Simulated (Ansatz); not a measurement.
A computed series for BN: response to strain

The reference is BN in the zinc blende structure (space group F-43m, No. 216).

```yaml
crystal:
  lattice:
    - [0.00000, 1.80284, 1.80284]
    - [1.80284, 0.00000, 1.80284]
    - [1.80284, 1.80284, 0.00000]
  atoms:
    - { symbol: B, position: [0.00000, 0.00000, 0.00000] }
    - { symbol: N, position: [0.25000, 0.25000, 0.25000] }
```

Cartesian axes are those of the cell as printed.

Strains are applied to the cell and any free atomic positions relax; under biaxial strain the out-of-plane vector relaxes too.

Method: PBEsol (Ansatz, a program for electronic structure; PAW; 420 eV plane waves; no spin-orbit coupling).

Notes on the quantities. energy relative to the base: free energy F.

```json
[
 {"biaxial strain, plane normal [001], relaxed out of plane (%)": "-3", "energy relative to the base (meV/atom)": "31.2"},
 {"biaxial strain, plane normal [001], relaxed out of plane (%)": "-2.5", "energy relative to the base (meV/atom)": "21.5"},
 {"biaxial strain, plane normal [001], relaxed out of plane (%)": "-2", "energy relative to the base (meV/atom)": "13.6"},
 {"biaxial strain, plane normal [001], relaxed out of plane (%)": "-1.5", "energy relative to the base (meV/atom)": "7.6"},
 {"biaxial strain, plane normal [001], relaxed out of plane (%)": "-1", "energy relative to the base (meV/atom)": "3.3"},
 {"biaxial strain, plane normal [001], relaxed out of plane (%)": "-0.5", "energy relative to the base (meV/atom)": "?"},
 {"biaxial strain, plane normal [001], relaxed out of plane (%)": "0", "energy relative to the base (meV/atom)": "0.0"}
]
```

**Question.** Fit ΔE = Aε² + Bε³ (ε in %) to the rows shown and predict the withheld row.

**Answer.** Least squares on the printed values gives A = 3.27 and B = -0.065 meV/atom (largest residual 0.0 meV/atom); this predicts 0.8 meV/atom, and the run gives 0.8 meV/atom, in agreement.

Whether these cells are dynamically stable was not tested.
